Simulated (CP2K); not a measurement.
**How far to go with the k-point mesh: Bi (R-3m, 2 atoms in the cell)**

```xyz
2
Lattice="4.7228 0.0000 0.0000 2.5529 3.9734 0.0000 2.5529 1.3942 3.7207" Properties=species:S:1:pos:R:3 pbc="T T T"
Bi     2.3415     1.2787     0.8864
Bi     7.5287     4.1115     2.8501
```

Computed with PBEsol, GPW, DZVP-MOLOPT-SR-GTH basis, GTH-PBE potentials (GTH_POTENTIALS) in CP2K.

Base settings: CUTOFF = 400 Ry; REL_CUTOFF = 60 Ry; SMEAR/METHOD = GAUSSIAN; SIGMA = 0.1 eV; KPOINTS/SCHEME = MONKHORST-PACK 4 4 4; GAMMA_CENTERED = T; XC_FUNCTIONAL = PBE:PBESOL; Bi/BASIS_SET = DZVP-MOLOPT-SR-GTH; Bi/POTENTIAL = GTH-PBE-q5; METHOD = GPW.

Moved along: GAMMA_CENTERED.

The second cell is the first with its lattice scaled by 0.98.

Only quantities that move along the ladder and can be compared are tabulated.

The starting cell has typed, rounded lattice constants, without a prior relaxation at this level. Its lattice was rescaled by up to half a per cent. One atom was moved a little off its site on purpose. Values carry the incompleteness of an atom-centred basis. The potentials were made for another functional than the one used. Without a gap this mesh is coarse (it stands for a supercell whose shortest vector is 18 Å).

| KPOINTS/SCHEME | free energy less the last step's (meV/atom) | energy of the compressed cell less the first (meV/atom) | pressure (GPa) | largest difference of a force vector from the last step's (eV/Å) |
|---|---|---|---|---|
| MONKHORST-PACK 2 2 2 | 995.06 | 133.22 | 8.23 | 3.005 |
| MONKHORST-PACK 3 3 3 | -72.73 | 36.79 | 1.06 | 0.192 |
| MONKHORST-PACK 4 4 4 | -24.94 | 36.99 | 1.13 | 0.260 |
| MONKHORST-PACK 5 5 5 | -20.90 | 36.51 | 1.10 | 0.161 |
| MONKHORST-PACK 6 6 6 | -10.87 | 39.30 | 1.30 | 0.128 |
| MONKHORST-PACK 7 7 7 | -12.36 | 38.16 | 1.22 | 0.031 |
| MONKHORST-PACK 8 8 8 | -4.77 | 39.13 | 1.30 | 0.059 |
| MONKHORST-PACK 9 9 9 | -5.01 | 39.30 | 1.31 | 0.016 |
| MONKHORST-PACK 10 10 10 | -2.71 | 39.31 | 1.31 | 0.018 |
| MONKHORST-PACK 12 12 12 | -0.99 | 39.63 | 1.34 | 0.005 |
| MONKHORST-PACK 13 13 13 | -0.53 | 39.60 | 1.34 | 0.000 |
| MONKHORST-PACK 14 14 14 | 0.00 | 39.73 | 1.35 | 0.000 |

Coarsest KPOINTS/SCHEME that holds the forces within 0.02 eV/Å of the last step, with all finer ones: MONKHORST-PACK 9 9 9; the step before is off by 0.059 eV/Å.

Coarsest KPOINTS/SCHEME that holds the pressure within 0.1 GPa of the last step, with all finer ones: MONKHORST-PACK 8 8 8; the step before is off by 0.12 GPa.

Coarsest KPOINTS/SCHEME that holds the free energy within 2 meV/atom of the last step, with all finer ones: MONKHORST-PACK 12 12 12; the step before is off by 2.7 meV/atom.

The energy difference between the two cells stays within 1 meV/atom of the last step's from MONKHORST-PACK 8 8 8 on, the total only from MONKHORST-PACK 12 12 12 on: much of the error is common to both cells and cancels.

Two neighbours can agree and both be off: MONKHORST-PACK 8 8 8 and MONKHORST-PACK 9 9 9 differ by 0.24 meV/atom in the free energy, yet lie about 5.0 meV/atom from the last step.
